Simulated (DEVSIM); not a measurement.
System: Ti/Si3N4/SiO2/p-Si capacitor, at 300 K.

```tsv
layer (left to right)	material	thickness (nm)	Na (cm⁻³)
1	Si3N4	27.0	-
2	SiO2	1.40	-
3	Si	6100	9e15
```

Metal gate on the left, work function 4.33 eV. Fixed charge at the semiconductor interface -2.5e10 cm⁻² (in units of +e); no interface traps.

This is a model device: material constants are rounded textbook-type values typed into the input, and sizes, dopings and lifetimes were drawn at random. Values at 300 K.

| parameter | Si3N4 | SiO2 | Si |
|---|---|---|---|
| gap (eV) | 5.1 | 9 | 1.124 |
| affinity (eV) | 2.1 | 0.9 | 4.05 |
| permittivity | 7.5 | 3.9 | 11.7 |
| Nc (cm⁻³) | - | - | 2.86e19 |
| Nv (cm⁻³) | - | - | 3.1e19 |

Simulated with DEVSIM: 1D Poisson equation in equilibrium, Boltzmann statistics, complete ionisation; no quantum confinement or tunnelling. Metal contacts follow the ideal Schottky-Mott rule: no Fermi-level pinning, no interface dipoles.

Problem. Tabulate band edges, carrier densities and field at 0.0 V on the gate.

Solution. Energies count from the Fermi level of the right contact; mesh points crowd at the junctions.

```json
[
 {"x (μm)": "0.000", "Ec (eV)": "2.230", "Ev (eV)": "-2.870", "n (cm⁻³)": "< 1e2", "p (cm⁻³)": "< 1e2", "field (V/cm)": "60000"},
 {"x (μm)": "0.001849", "Ec (eV)": "2.241", "Ev (eV)": "-2.859", "n (cm⁻³)": "< 1e2", "p (cm⁻³)": "< 1e2", "field (V/cm)": "60000"},
 {"x (μm)": "0.006384", "Ec (eV)": "2.268", "Ev (eV)": "-2.832", "n (cm⁻³)": "< 1e2", "p (cm⁻³)": "< 1e2", "field (V/cm)": "60000"},
 {"x (μm)": "0.01674", "Ec (eV)": "2.330", "Ev (eV)": "-2.770", "n (cm⁻³)": "< 1e2", "p (cm⁻³)": "< 1e2", "field (V/cm)": "60000"},
 {"x (μm)": "0.02482", "Ec (eV)": "2.379", "Ev (eV)": "-2.721", "n (cm⁻³)": "< 1e2", "p (cm⁻³)": "< 1e2", "field (V/cm)": "60000"},
 {"x (μm)": "0.02687", "Ec (eV)": "2.391", "Ev (eV)": "-2.709", "n (cm⁻³)": "< 1e2", "p (cm⁻³)": "< 1e2", "field (V/cm)": "60000"},
 {"x (μm)": "0.02775", "Ec (eV)": "3.601", "Ev (eV)": "-5.399", "n (cm⁻³)": "< 1e2", "p (cm⁻³)": "< 1e2", "field (V/cm)": "120000"},
 {"x (μm)": "0.02937", "Ec (eV)": "0.461", "Ev (eV)": "-0.663", "n (cm⁻³)": "5.1e11", "p (cm⁻³)": "2.3e8", "field (V/cm)": "34000"},
 {"x (μm)": "0.03295", "Ec (eV)": "0.474", "Ev (eV)": "-0.650", "n (cm⁻³)": "3.2e11", "p (cm⁻³)": "3.7e8", "field (V/cm)": "34000"},
 {"x (μm)": "0.04249", "Ec (eV)": "0.505", "Ev (eV)": "-0.619", "n (cm⁻³)": "9.3e10", "p (cm⁻³)": "1.3e9", "field (V/cm)": "33000"},
 {"x (μm)": "0.06938", "Ec (eV)": "0.588", "Ev (eV)": "-0.536", "n (cm⁻³)": "3.8e9", "p (cm⁻³)": "3.1e10", "field (V/cm)": "29000"},
 {"x (μm)": "0.1852", "Ec (eV)": "0.829", "Ev (eV)": "-0.295", "n (cm⁻³)": "330000", "p (cm⁻³)": "3.5e14", "field (V/cm)": "13000"},
 {"x (μm)": "0.4494", "Ec (eV)": "0.913", "Ev (eV)": "-0.211", "n (cm⁻³)": "13000", "p (cm⁻³)": "8.9e15", "field (V/cm)": "74"},
 {"x (μm)": "1.155", "Ec (eV)": "0.913", "Ev (eV)": "-0.211", "n (cm⁻³)": "13000", "p (cm⁻³)": "9.0e15", "field (V/cm)": "≈ 0"},
 {"x (μm)": "3.881", "Ec (eV)": "0.913", "Ev (eV)": "-0.211", "n (cm⁻³)": "13000", "p (cm⁻³)": "9.0e15", "field (V/cm)": "≈ 0"},
 {"x (μm)": "5.288", "Ec (eV)": "0.913", "Ev (eV)": "-0.211", "n (cm⁻³)": "13000", "p (cm⁻³)": "9.0e15", "field (V/cm)": "≈ 0"},
 {"x (μm)": "5.814", "Ec (eV)": "0.913", "Ev (eV)": "-0.211", "n (cm⁻³)": "13000", "p (cm⁻³)": "9.0e15", "field (V/cm)": "≈ 0"},
 {"x (μm)": "6.016", "Ec (eV)": "0.913", "Ev (eV)": "-0.211", "n (cm⁻³)": "13000", "p (cm⁻³)": "9.0e15", "field (V/cm)": "≈ 0"},
 {"x (μm)": "6.099", "Ec (eV)": "0.913", "Ev (eV)": "-0.211", "n (cm⁻³)": "13000", "p (cm⁻³)": "9.0e15", "field (V/cm)": "≈ 0"},
 {"x (μm)": "6.118", "Ec (eV)": "0.913", "Ev (eV)": "-0.211", "n (cm⁻³)": "13000", "p (cm⁻³)": "9.0e15", "field (V/cm)": "≈ 0"},
 {"x (μm)": "6.125", "Ec (eV)": "0.913", "Ev (eV)": "-0.211", "n (cm⁻³)": "13000", "p (cm⁻³)": "9.0e15", "field (V/cm)": "≈ 0"},
 {"x (μm)": "6.128", "Ec (eV)": "0.913", "Ev (eV)": "-0.211", "n (cm⁻³)": "13000", "p (cm⁻³)": "9.0e15", "field (V/cm)": "≈ 0"}
]
```
